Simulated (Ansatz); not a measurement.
AlBO3 (R-3c, No. 167, 10 atoms in the cell; start mp-8110)

The numbers are results of G0W0@PBEsol (hard PAW, contour deformation, complete-basis limit; Ansatz, a program for electronic structure), not measurements.

Settings: largest k mesh 6×6×6 (not extrapolated in the mesh).

Cell (relaxed with PBEsol):

Space group R-3c, hexagonal axes (No. 167); a = b = 4.476 Å, c = 13.737 Å, α = β = 90.00°, γ = 120.00°

| atom | site | symmetry | x | y | z |
|---|---|---|---|---|---|
| Al | 6b | -3. | 0.0000 | 0.0000 | 0.0000 |
| B | 6a | 32 | 0.0000 | 0.0000 | 0.2500 |
| O | 18e | .2 | 0.3088 | 0.3088 | 0.2500 |
(The calculation used a cell of 10 atoms; values per cell refer to that cell.)

```yaml
band_gap: 9.00 eV (indirect)
```

Note: the gap holds a correction of +0.58 eV to the complete basis, taken at k points off the band edges; the gap is lowered by 0.03 eV for band edges off the mesh, as the parent functional finds them.

Computed values are for the static lattice.

A start named mp-… is a Materials Project structure, which need not be a measured phase.
